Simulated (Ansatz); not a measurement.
Structures of equal composition on the (115) surface of germanium: 2 pairs of surface atoms bonded, no caps; unpaired: 0 pairs of surface atoms bonded, no caps. The slabs share one bottom face, and each structure is named by its start. These are constructed structures in small cells; real faces may alloy, dewet or reconstruct in larger ones, and not all known structures of the face are among them. Slabs of about 14 Å with all that they carry, Fermi-Dirac smearing of 0.025 eV. Bottom of the slabs: built like the top, H on every dangling bond, free. Relaxed from the named starts with such symmetry as they have, on meshes of like density; energies extrapolated to zero smearing; no spin-orbit coupling, no U. Spin-polarised runs, if any, are marked in brackets, and their order is one that fits the cell; the others ran without spin. Where a second, spin-polarised start was run, the lower counts.

Computed with r2SCAN, at the PBE geometry (plane waves to 500 eV, PAW; Ansatz, a quantum-chemistry and plane-wave program).

Question: Order them by energy per 1x1 cell (lowest first) at the level r2SCAN, at the PBE geometry.

Answer: 2 pairs of surface atoms bonded, no caps (0.000 eV, gap 0.62 eV on the mesh), unpaired: 0 pairs of surface atoms bonded, no caps (0.187 eV (2 Ge–Ge bonds formed), gap 0.44 eV on the mesh)
